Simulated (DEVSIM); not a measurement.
System: Pd/La2O3/p-InP capacitor, at 300 K.

| layer (left to right) | material | thickness (nm) | Na (cm⁻³) |
|---|---|---|---|
| 1 | La2O3 | 3.10 | - |
| 2 | InP | 19000 | 5.5e13 |

Metal gate on the left, work function 5.2 eV. Fixed charge at the semiconductor interface 8e11 cm⁻² (in units of +e); interface traps 6.3e11 cm⁻² eV⁻¹, uniform in energy, neutral level at 0.5 of the gap above the valence band.

The device is made up for the run: typed textbook-type constants, with dimensions and the other settings drawn at random. Values at 300 K.

```tsv
parameter	La2O3	InP
gap (eV)	5.8	1.344
affinity (eV)	1.8	4.38
permittivity	27	12.5
Nc (cm⁻³)	-	5.7e17
Nv (cm⁻³)	-	1.1e19
```

Model (solved in DEVSIM): 1D Poisson equation in equilibrium, Boltzmann statistics, complete ionisation; no quantum confinement or tunnelling. Metal contacts follow the ideal Schottky-Mott rule: no Fermi-level pinning, no interface dipoles.

Q: Tabulate band edges, carrier densities and field at 0.3 V on the gate.

A: Energies count from the Fermi level of the right contact; mesh points crowd at the junctions.

| x (μm) | Ec (eV) | Ev (eV) | n (cm⁻³) | p (cm⁻³) | field (V/cm) |
|---|---|---|---|---|---|
| 0.000 | 3.100 | -2.700 | < 1e2 | < 1e2 | -45000 |
| 0.001148 | 3.095 | -2.705 | < 1e2 | < 1e2 | -45000 |
| 0.002421 | 3.089 | -2.711 | < 1e2 | < 1e2 | -45000 |
| 0.003568 | 0.506 | -0.838 | 1.8e9 | 92000 | 2800 |
| 0.007273 | 0.507 | -0.837 | 1.7e9 | 96000 | 2800 |
| 0.01481 | 0.509 | -0.835 | 1.6e9 | 100000 | 2800 |
| 0.03302 | 0.514 | -0.830 | 1.3e9 | 130000 | 2800 |
| 0.1037 | 0.534 | -0.810 | 6.2e8 | 270000 | 2700 |
| 0.2477 | 0.572 | -0.772 | 1.4e8 | 1200000 | 2600 |
| 0.5952 | 0.658 | -0.686 | 5000000 | 3.3e7 | 2300 |
| 1.434 | 0.827 | -0.517 | 7300 | 2.3e10 | 1700 |
| 4.693 | 1.026 | -0.318 | < 1e2 | 5.0e13 | 39 |
| 10.98 | 1.028 | -0.316 | < 1e2 | 5.5e13 | ≈ 0 |
| 15.68 | 1.028 | -0.316 | < 1e2 | 5.5e13 | ≈ 0 |
| 17.99 | 1.028 | -0.316 | < 1e2 | 5.5e13 | ≈ 0 |
| 18.58 | 1.028 | -0.316 | < 1e2 | 5.5e13 | ≈ 0 |
| 18.83 | 1.028 | -0.316 | < 1e2 | 5.5e13 | ≈ 0 |
| 18.93 | 1.028 | -0.316 | < 1e2 | 5.5e13 | ≈ 0 |
| 18.98 | 1.028 | -0.316 | < 1e2 | 5.5e13 | ≈ 0 |
| 19.00 | 1.028 | -0.316 | < 1e2 | 5.5e13 | ≈ 0 |
| 19.00 | 1.028 | -0.316 | < 1e2 | 5.5e13 | ≈ 0 |
| 19.00 | 1.028 | -0.316 | < 1e2 | 5.5e13 | ≈ 0 |
